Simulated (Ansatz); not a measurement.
# Pressure series in YN

Start from YN in the rock salt structure (space group Fm-3m, No. 225).

```xyz
2
Lattice="0.0000 2.4478 2.4478 2.4478 0.0000 2.4478 2.4478 2.4478 0.0000" Properties=species:S:1:pos:R:3 pbc="T T T"
N      0.0000     0.0000     0.0000
Y      2.4478     2.4478     2.4478
```

Cell and atoms are relaxed at each pressure.

Calculations: plane-wave PAW DFT at the r2SCAN level (Ansatz, an electronic-structure program, 500 eV), no spin-orbit coupling.

```json
[
 {"variant": "base", "smallest direct gap": "0.98 eV", "band gap": "0.58 eV", "volume per atom": "14.67 Å³"},
 {"variant": "pressure −2 GPa", "smallest direct gap": "1.01 eV", "band gap": "0.60 eV", "volume per atom": "14.85 Å³"},
 {"variant": "pressure −1 GPa", "smallest direct gap": "1.00 eV", "band gap": "0.59 eV", "volume per atom": "14.76 Å³"},
 {"variant": "pressure 3 GPa", "smallest direct gap": "0.94 eV", "band gap": "0.55 eV", "volume per atom": "14.42 Å³"},
 {"variant": "pressure 7 GPa", "smallest direct gap": "0.88 eV", "band gap": "0.51 eV", "volume per atom": "14.12 Å³"},
 {"variant": "pressure 15 GPa", "smallest direct gap": "0.77 eV", "band gap": "0.44 eV", "volume per atom": "13.60 Å³"},
 {"variant": "pressure 30 GPa", "smallest direct gap": "0.56 eV", "band gap": "0.31 eV", "volume per atom": "12.83 Å³"},
 {"variant": "pressure 50 GPa", "smallest direct gap": "0.31 eV", "band gap": "0.16 eV", "volume per atom": "12.05 Å³"},
 {"variant": "pressure 75 GPa", "smallest direct gap": "–", "band gap": "zero", "volume per atom": "11.31 Å³"},
 {"variant": "pressure 100 GPa", "smallest direct gap": "–", "band gap": "zero", "volume per atom": "10.74 Å³"}
]
```

A case with no gap was solved on a k-mesh chosen for an insulator, which is coarse for it. Load acts through the strain it causes; cell and atoms are relaxed under it. No phonon test of stability was made. No other phases were tried under pressure. The final runs are not spin-polarised. The zero or small gap of YN under pressure 50 GPa, YN under pressure 75 GPa and YN under pressure 100 GPa can change with the level of theory.
